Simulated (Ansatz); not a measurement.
Here is the system:

End structure of a constructed model of the (111) surface of fcc Pd, (√3x√3)R30° surface alloy, Sb on one Pd site of the top plane (bottom of the slab: a bare face, its two planes held):

```
CELL_PARAMETERS angstrom
      4.18292     2.41501     0.00000
     -4.18292     2.41501     0.00000
      0.00000     0.00000    27.50000
ATOMIC_POSITIONS crystal
  Pd 0.00000 0.66667 0.29301
  Pd 0.33333 0.33333 0.29301
  Pd 0.66667 0.00000 0.29301
  Pd 0.00000 0.33333 0.37581
  Pd 0.33333 0.00000 0.37581
  Pd 0.66667 0.66667 0.37581
  Pd 0.00000 0.00000 0.45812
  Pd 0.33333 0.66667 0.45852
  Pd 0.66667 0.33333 0.45852
  Pd 0.00000 0.66710 0.54138
  Pd 0.33290 0.33290 0.54138
  Pd 0.66710 0.00000 0.54138
  Pd 0.00000 0.33327 0.62476
  Pd 0.33327 0.00000 0.62476
  Pd 0.66673 0.66673 0.62476
  Sb 0.00000 0.00000 0.70699
  Pd 0.33333 0.66667 0.70933
  Pd 0.66667 0.33333 0.70933
```

Slab: 18 atoms, 11.4 Å thick at the start; k 9x9x1, smearing 0.1 eV, dipole-corrected; 6 atoms held, the rest relaxed; symmetry of the start imposed; no spin, no spin-orbit, no U. It is one candidate, not shown to be the stable structure of the face.

Question: Give the work function of the top face at the level PBE run with Ansatz (a first-principles code).

Answer: 4.70 eV
